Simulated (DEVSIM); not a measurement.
System: Ru/Al2O3/n-Ge capacitor, at 300 K.

| layer (left to right) | material | thickness (nm) | Nd (cm⁻³) |
|---|---|---|---|
| 1 | Al2O3 | 3.10 | - |
| 2 | Ge | 520 | 1.3e18 |

Metal gate on the left, work function 4.7 eV. Fixed charge at the semiconductor interface -1.7e10 cm⁻² (in units of +e); no interface traps.

Constants are typed, rounded textbook-type inputs, not results; the design itself was drawn at random and stands for no fabricated device. Values at 300 K.

```tsv
parameter	Al2O3	Ge
gap (eV)	6.8	0.664
affinity (eV)	1.35	4
permittivity	9	16
Nc (cm⁻³)	-	1.04e19
Nv (cm⁻³)	-	6e18
```

DEVSIM, 1D Poisson equation in equilibrium, Boltzmann statistics, complete ionisation; no quantum confinement or tunnelling. Metal contacts follow the ideal Schottky-Mott rule: no Fermi-level pinning, no interface dipoles.

The substrate doping was swept, all else fixed.

```tsv
substrate doping (cm^-3)	threshold voltage (band bending 2φF) (V)	minimum of the low-frequency capacitance (μF/cm²)	flat-band voltage (V)
6.5e16	0.11	0.152	0.57
1.3e17	0.07	0.200	0.59
2.6e17	0.03	0.264	0.61
6.5e17	-0.06	0.370	0.63
1.3e18	-0.15	0.480	0.65
2.6e18	-0.27	0.610	0.67
```

From the first row to the last the threshold voltage (band bending 2φF) goes from 0.11 to -0.27. From the first row to the last the minimum of the low-frequency capacitance goes from 0.152 to 0.610.
